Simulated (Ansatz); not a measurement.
# Effect of biaxial strain +0.95 %, plane normal [001], relaxed out of plane on GaN

The reference is GaN in the wurtzite structure (space group P6_3mc, No. 186; a = 3.183 Å, c = 5.184 Å). Axes: x lies along a and z along c of the hexagonal cell.

It is then changed as follows: biaxial strain +0.95 %, plane normal [001], relaxed out of plane (Cartesian); in-plane vectors clamped, the third vector and the atoms free.

All numbers come from r2SCAN (Ansatz, an electronic-structure program, PAW, no spin-orbit coupling), earlier PAW set. Γ-centred 12×12×7 mesh, Fermi–Dirac width 0.05 eV.

The volume per atom increases by 0.17 Å³ (11.37 Å³ → 11.54 Å³) and the space group stays P6_3mc (No. 186). The shortest interatomic distance grows by 0.010 Å (1.946 Å → 1.956 Å) and the pressure (mean of the normal stresses, compression positive) goes from zero to -2.75 GPa. The band gap decreases by 0.10 eV (2.35 eV → 2.25 eV) and the gap character is still direct at Γ. The width of the top valence band falls by 0.06 eV (2.85 eV → 2.79 eV) and the electron mass becomes 0.17 mₑ out of plane, 0.18 mₑ in plane (at Γ) (base: 0.17 mₑ along c, 0.19 mₑ across (at Γ)). The hole mass is 0.15 mₑ out of plane, 2.8 mₑ in plane (at Γ) and the valence-band top at Γ (three highest levels, from the VBM) becomes 0.00, -0.04, -0.04 eV (base: 0.00, 0.00, -0.04 eV). The out-of-plane strain amounts to -0.45 % and the ratio −ε⊥/ε∥ is 0.47. The mean in-plane stress (compression positive) amounts to -4.1 GPa.

Final structure (turned so that z lies along the plane normal):

```
CELL_PARAMETERS angstrom
      3.21354     0.00000     0.00000
      1.60677     2.78301     0.00000
      0.00000     0.00000     5.16076
ATOMIC_POSITIONS crystal
  Ga 0.66667 0.66667 0.00211
  Ga 0.33333 0.33333 0.50211
  N  0.66667 0.66667 0.62309
  N  0.33333 0.33333 0.12309
```

Effective masses come from finite differences of ±0.01 Å⁻¹. Gaps are Kohn–Sham eigenvalue differences; semilocal functionals usually give less than the measured gap. Whether these cells are dynamically stable was not tested.
